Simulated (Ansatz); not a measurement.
Consider Lu in the hcp (Mg type) structure (space group P6_3/mmc, No. 194; a = 3.504 Å, c = 5.452 Å).

The values are results of r2SCAN, PAW, 500 eV (Ansatz, a program for electronic structure; without spin-orbit coupling), not measurements.

Before the change:

* **Lattice parameter a**: 3.504 Å
* **c/a ratio**: 1.556

It is then changed as follows: Y takes the place of Lu on all its sites, then cell and atoms are relaxed.

Tabulated Pauling electronegativity and covalent radius: Lu 1.27, 1.87 Å; Y 1.22, 1.90 Å.

Q: What happens to the lattice parameter a?

A: The lattice parameter a grows by 0.1783 Å (3.504 Å → 3.683 Å).

Q: How does this affect the c/a ratio?

A: The c/a ratio falls by 0.0085 to 1.547.

Stability against distortions was not tested. All final runs are without spin polarisation.
